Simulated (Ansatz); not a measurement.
Consider Si in the diamond structure (space group Fd-3m, No. 227; a = 5.444 Å).

Perturbation: cell and atoms relaxed at a pressure of 3 GPa.

Levels (all Ansatz, a program for electronic structure, PAW, earlier PAW set): r2SCAN (500 eV, spin-orbit coupling left out); HSE06+SOC (420 eV, with spin-orbit coupling).

The geometry is relaxed with r2SCAN.

| Item | Value |
|---|---|
| r2SCAN lowest conduction level above the VBM at special points | X 0.86 eV; K 1.39 eV; U 1.39 eV; Γ 2.75 eV |
| r2SCAN valence-band top at Γ | 0.00, 0.00, 0.00 eV |

Problem. How does going to HSE06+SOC change the lowest conduction level above the VBM at special points and valence-band top at Γ?

Solution. The lowest conduction level above the VBM at special points becomes X 1.21 eV; K 1.76 eV; U 1.76 eV; Γ 3.28 eV (r2SCAN: X 0.86 eV; K 1.39 eV; U 1.39 eV; Γ 2.75 eV); the valence-band top at Γ (three highest Kramers pairs, from the VBM) becomes 0.00, 0.00, -0.05 eV (r2SCAN: 0.00, 0.00, 0.00 eV). The threefold valence maximum splits by Δso ≈ 0.05 eV.

Single points use the geometry relaxed with r2SCAN. Their cutoffs differ, which shifts pressures a little. HSE06 gaps are upper bounds (no full band path). Differences between runs with and without spin-orbit coupling are approximate. The levels and masses belong to the bands next to the band gap. Load acts through the strain it causes; cell and atoms are relaxed under it. Whether these cells are dynamically stable was not tested. Tetrahedral semiconductors of this kind turn to denser phases somewhere between about 1 and 50 GPa; those were not computed, so compressed cells here can lie past the real transition.
